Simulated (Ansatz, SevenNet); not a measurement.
# Ladder of methods for the elastic constant C44 of white tin (β-Sn)

Reference value: 21.9 GPa (measured, temperature not stated, no zero-point or thermal correction; as tabulated in Blaschke (2018), arXiv:1804.01586).

### Question
Put these levels in order of the elastic constant C44 that they give for white tin (β-Sn), smallest first: LDA (Ansatz, a quantum-chemistry and plane-wave program), PBE (Ansatz), SevenNet-l3i5, r²SCAN (Ansatz).

### Answer
SevenNet-l3i5 (8.23 GPa), PBE (19.4 GPa), LDA (25.2 GPa), r²SCAN (28.5 GPa)

Unless a cell is named, each level is at its own relaxed cell (SevenNet-l3i5 28.37, LDA 26.17, PBE 28.41 Å³/atom).

Differences against the reference: SevenNet-l3i5 -62 %, LDA +15.1 %, PBE -11.4 %, r²SCAN +30 %.

The measured value isn't corrected to a static lattice, so vibrations enter the comparison. A static lattice is as a rule stiffer than a warm one, by over a tenth in soft solids.  Values are at the level's own equilibrium cell; r²SCAN at the measured cell. Cutoffs differ between the levels. Ansatz's density-functional and Hartree–Fock values are scalar-relativistic unless marked +SOC, with PAW data made under PBE.

Machine-learned potentials (SevenNet-l3i5) are trained on DFT data: a solid inside that data is no test of them.

Differences are worked out from the printed values.
